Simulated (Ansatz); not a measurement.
The starting structures come from a database of crystals and need not be the phases stable at ambient conditions.

The decay constant κ of evanescent states in the gap governs leakage through a thin film.

Input:

```xyz
20
Lattice="5.3697 0.0000 0.0000 0.0000 9.4695 0.0000 0.0000 -3.1790 4.4719" Properties=species:S:1:pos:R:3 pbc="T T T"
Ti     0.0000     4.7348     0.0000
Ti     2.6848     3.1453     2.2359
Ti     2.6848     0.0000     0.0000
Ti     0.0000    -1.5895     2.2359
Cd     5.3233     4.8418     3.1797
Cd     0.0463     1.4488     1.2921
Cd     2.6385    -0.1407     3.5281
Cd     2.7312     6.4312     0.9438
O      1.6049     1.9098     3.3518
O      3.7648     4.3808     1.1200
O      4.2897     2.7913     3.3559
O      1.0800     3.4993     1.1159
O      1.0800    -2.2374     3.7695
O      4.2897     8.5280     0.7023
O      3.7648     6.9385     2.9383
O      1.6049    -0.6480     1.5336
O      4.8894     0.0723     3.2285
O      0.4803     6.2183     1.2434
O      2.2046     4.6288     3.4793
O      3.1651     1.6618     0.9926
```

Space group of this cell: Pnma. The cell is taken as given; by PBEsol its mean pressure is -8.3 GPa.

Transport runs along the normal of the first two printed cell vectors.

No gap correction and no spin-orbit coupling; mid-gap values are interpolated between computed energies.

Problem. State the band gap and the smallest decay constant κ at mid-gap according to PBEsol in Ansatz (a first-principles code).

Solution. Gap 2.14 eV on a 6×8×8 mesh; κ = 0.243 1/Å, at the zone centre.
